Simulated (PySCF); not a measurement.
PySCF 2.14.0, PBE0/def2-svp: all-trans C6H14 (CCCCCC), 20 atoms. The geometry is a generated start, not checked to be a minimum at this level.

```json
{
 "task": "energy",
 "method": "pbe0",
 "basis": "def2-svp",
 "two_electron_scheme": "exact four-centre integrals",
 "mol.max_memory": "4000 MB",
 "mf.init_guess": "minao (default)",
 "mf.DIIS": "CDIIS (default)",
 "mf.diis_space": "8 (default)",
 "mf.conv_tol": "1e-09 (default)",
 "mf.grids.level": "3 (default)",
 "basis_functions": "154",
 "grid_points": "222024"
}
```

It runs on a single node (Arm Neoverse V2, 96 cores on 1 socket, no SMT, 1 L3 cache group; 94 cores' worth of CPU time may be used).

Times are wall-clock medians of two to five runs, from launch to exit, with nothing else on the machine. Processes are pinned to neighbouring cores unless said otherwise. The times hold for this build (PyPI wheel: OpenMP (GNU), a bundled serial OpenBLAS 0.3.3 under its C layer, NumPy's threaded OpenBLAS held to generic ARMv8 kernels, libcint, Libxc). Scratch files lie in a memory file system.

Started as
```bash
OMP_NUM_THREADS=32 OPENBLAS_NUM_THREADS=1 python -u run.py
```
(32 threads, 1 BLAS thread, two_electron_scheme = exact four-centre integrals) it takes 2.1 s and 11 Fock builds (products with the orbital Hessian counted alike).

What happens to the run time with two_electron_scheme = COSX exchange (sgx_fit, pjs) with fitted J?

About 6.3 s (3 runs within 2 %): 2.9× as long. Change in the result: energy 0.20 meV/atom.
